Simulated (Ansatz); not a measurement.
Input:

```yaml
crystal:
  lattice:
    - [0.00000, 2.93912, 2.93912]
    - [2.93912, 0.00000, 2.93912]
    - [2.93912, 2.93912, 0.00000]
  atoms:
    - { symbol: P, position: [0.75000, 0.75000, 0.75000] }
    - { symbol: In, position: [0.00000, 0.00000, 0.00000] }
```

A single point on InP, its geometry relaxed with PBEsol.

Calculations: PBEsol (Ansatz, an electronic-structure program; PAW; 420 eV plane waves; with spin-orbit coupling). Settings: 10×10×10 k-points, 0.05 eV Fermi–Dirac smearing.

Q: Predict the band gap, valence-band top at Γ, gap character and electron mass.

A: Band gap: 0.54 eV
Valence-band top at Γ (three highest Kramers pairs, from the VBM): 0.00, 0.00, -0.10 eV
Gap character: direct at Γ
Electron mass: 0.046 mₑ (at Γ)

Single points use the geometry relaxed with PBEsol. Masses are band curvatures over ±0.01 Å⁻¹ around the edge. No phonon test of stability was made. The cell is InP in the zinc blende structure (space group F-43m, No. 216).
